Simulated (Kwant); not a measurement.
Model system: wire with a row of barriers in a CdTe two-dimensional gas. Effective mass 0.096 mₑ, grid spacing 4.2 nm, hard walls, nominal width 100 nm (23 grid rows, so walls 100.8 nm apart), one parabolic valley, scattering region 420 nm long along x; energies count from the band bottom; Fermi energy swept from 0.00031336 to 0.0037211 eV. 3 barrier(s) across the wire, height 0.0082 eV, thickness 16.8 nm (about 4 grid columns), spaced by 25.2 nm.

Constants are typed, rounded textbook-type inputs, not results; the design itself was drawn at random and stands for no fabricated device.

Computed with Kwant: effective-mass tight-binding model on a square grid, one spin, coherent transport at 0 K. Conductance is in e²/h.

### Question
How many channels do the leads carry at E = 2.07, 2.31 meV?

### Answer
The hard-wall thresholds are n² ħ²π²/(2mW²) = n² × 0.386 meV with W = 100.8 nm. √(2.07/0.386) = 2.32, so 2. √(2.31/0.386) = 2.45, so 2.
